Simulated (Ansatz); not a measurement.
# HfO2: pressure series

Start from HfO$_{2}$ (space group Pca2_1, No. 29).

```
CELL_PARAMETERS angstrom
      5.24718     0.00000     0.00000
      0.00000     5.03060     0.00000
      0.00000     0.00000     5.05984
ATOMIC_POSITIONS crystal
  Hf 0.03246 0.26701 0.24857
  Hf 0.96754 0.73299 0.74857
  Hf 0.53246 0.73299 0.24857
  Hf 0.46754 0.26701 0.74857
  O  0.36706 0.06999 0.10889
  O  0.63294 0.93001 0.60889
  O  0.86706 0.93001 0.10889
  O  0.13294 0.06999 0.60889
  O  0.23211 0.53888 0.99853
  O  0.76789 0.46112 0.49853
  O  0.73211 0.46112 0.99853
  O  0.26789 0.53888 0.49853
```

Cell and atoms are relaxed at each pressure.

Method: DFT with r2SCAN, PAW potentials and a 500 eV plane-wave cutoff in Ansatz (a quantum-chemistry and plane-wave program), spin-orbit coupling left out, earlier PAW set.

Notes on the quantities. enthalpy: H = E + PV relative to the base's energy.

```tsv
change	density	smallest direct gap	band gap	enthalpy
base	10.47 g/cm³	5.17 eV	4.97 eV	–
pressure −2 GPa	(withheld)	5.16 eV	4.95 eV	-0.14 eV/atom
pressure −1 GPa	10.42 g/cm³	5.16 eV	(withheld)	-0.07 eV/atom
pressure 0.3 GPa	10.48 g/cm³	5.17 eV	4.97 eV	+0.02 eV/atom
pressure 0.7 GPa	10.50 g/cm³	5.18 eV	4.98 eV	+0.05 eV/atom
pressure 1.5 GPa	10.54 g/cm³	5.18 eV	4.99 eV	+0.10 eV/atom
pressure 3 GPa	(withheld)	(withheld)	5.01 eV	+0.21 eV/atom
```

Task: Complete the table.

Result: 
- pressure −2 GPa, density: 10.37 g/cm³
- pressure −1 GPa, band gap: 4.96 eV
- pressure 3 GPa, density: 10.61 g/cm³
- pressure 3 GPa, smallest direct gap: 5.19 eV

With Hf present, leaving out spin-orbit coupling can change the band edges. Load acts through the strain it causes; cell and atoms are relaxed under it. No phonon test of stability was made. This is not the structure that HfO2 has at room temperature and ambient pressure.
